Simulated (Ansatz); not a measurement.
The starting structures come from a database of crystals and need not be the phases stable at ambient conditions.

# Evanescent states of ScTl(MoO4)2 (P-3m1, not sure to be the ambient phase, 12 atoms a cell, 19.3 Å³ an atom, -2 GPa at this level) along the normal of (100)

Computed with r2SCAN (plane waves, PAW; Ansatz, a quantum-chemistry and plane-wave program).

The gap is the functional's own. No spin-orbit coupling. Mid-gap values are interpolated on the energy grid.

Energies count from the valence-band top; κ is the least over a 6×4 mesh across the current.

| E (eV) | κ (1/Å) | where |
|---|---|---|
| 0.10 | 0.221 | off Γ |
| 0.28 | 0.353 | Γ |
| 0.47 | 0.385 | Γ |
| 0.67 | 0.409 | Γ |
| 0.85 | 0.428 | Γ |
| 1.04 | 0.441 | Γ |
| 1.24 | 0.451 | Γ |
| 1.43 | 0.456 | Γ |
| 1.61 | 0.459 | Γ |
| 1.80 | 0.459 | Γ |
| 2.00 | 0.456 | off Γ |
| 2.19 | 0.449 | off Γ |
| 2.38 | 0.440 | off Γ |
| 2.56 | 0.428 | off Γ |
| 2.75 | 0.412 | off Γ |
| 2.94 | 0.393 | off Γ |
| 3.13 | 0.369 | off Γ |
| 3.33 | 0.339 | off Γ |
| 3.52 | 0.301 | Γ |
| 3.71 | 0.250 | Γ |
| 3.90 | 0.173 | Γ |

How thick must the barrier be to attenuate the transmission by 10^6 when the electrodes' Fermi level lies at 2.00 eV, and what attenuation does that film give at 1.80 eV?

d = 6 ln 10 / (2 × 0.456) = 15.1 Å. At 1.80 eV it gives 6 × 0.459/0.456 = 6.0 decades.
